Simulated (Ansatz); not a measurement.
Fe on the Si site in 4H silicon carbide, relaxed from 2 sites or starts (the Si(h) site; the Si(k) site); at each charge the lowest end counts.

All values below come from PBE, PAW (plane waves to 420 eV; Ansatz, a program for electronic structure). Set-up: 96-site cell; 2×2×2 shifted k-points; host gap 2.23 eV; charged states image-corrected; no Hubbard U; finite-size errors of tenths of an eV; flagged in the runs: for some of the defects a host whose relaxation on this sampling wasn't shown to rest, host ions not shown at rest.

| charge | neighbours at the lowest end (Å) | corrected energy + q E_VBM, against the first (eV) |
|---|---|---|
| +1 | C 1.88, C 1.89, C 1.89, C 1.90 | 0.00 |
| 0 | C 1.90, C 1.90, C 1.90, C 1.92 | 0.36 |
| −1 | C 2.00, C 2.00, C 2.00, C 2.00 | 1.85 |

Charges from +1 to −2 were run. The lines E(q) + q E_F give the stable charge, which changes above the valence-band maximum at (+1/0) at 0.36 eV; (0/−1) at 1.48 eV.
